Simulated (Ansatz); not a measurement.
# Response to strain in hypothetical zinc blende ScAs

Take ScAs in the zinc blende structure (space group F-43m, No. 216; a = 6.039 Å; a hypothetical phase, not in the database extracts checked) as the base. Axes: x, y, z lie along the cube axes.

Strains are applied to the cell and any free atomic positions relax; under biaxial strain the out-of-plane vector relaxes too.

Level of theory: PBEsol, PAW, 420 eV (Ansatz, a first-principles code; without spin-orbit coupling).

Notes on the quantities. energy relative to the base: free energy F.

```csv
variant,shortest interatomic distance,energy relative to the base,gap character,band gap
base,2.615 Å,0 meV/atom,direct at X,1.48 eV
"biaxial strain −2.24 %, plane normal [001], relaxed out of plane",…,+2.1 meV/atom,direct at M,…
"biaxial strain −1.50 %, plane normal [111], relaxed out of plane",2.606 Å,+1.9 meV/atom,direct at F,1.39 eV
isotropic strain −4.18 %,2.506 Å,+90 meV/atom,direct at X,1.33 eV
isotropic strain +0.68 %,2.633 Å,+2.1 meV/atom,direct at X,1.50 eV
isotropic strain +3.35 %,2.703 Å,+47 meV/atom,direct at X,1.55 eV
uniaxial strain ε_yy = +0.76 %,2.622 Å,+0.3 meV/atom,direct at M,1.46 eV
uniaxial strain ε_zz = −1.15 %,2.605 Å,+0.7 meV/atom,direct at X,1.44 eV
tensor shear ε_yz = −1.27 %,2.613 Å,…,direct at X,1.39 eV
tensor shear ε_yz = −0.79 %,2.614 Å,+0.2 meV/atom,direct at X,1.43 eV
```

**Question.** Some entries are withheld; estimate them.

**Answer.** 
- biaxial strain −2.24 %, plane normal [001], relaxed out of plane, shortest interatomic distance: 2.610 Å
- biaxial strain −2.24 %, plane normal [001], relaxed out of plane, band gap: 1.22 eV
- tensor shear ε_yz = −1.27 %, energy relative to the base: +0.5 meV/atom

Whether these cells are dynamically stable was not tested. The final runs are not spin-polarised. k-point labels follow each cell's own Brillouin zone.
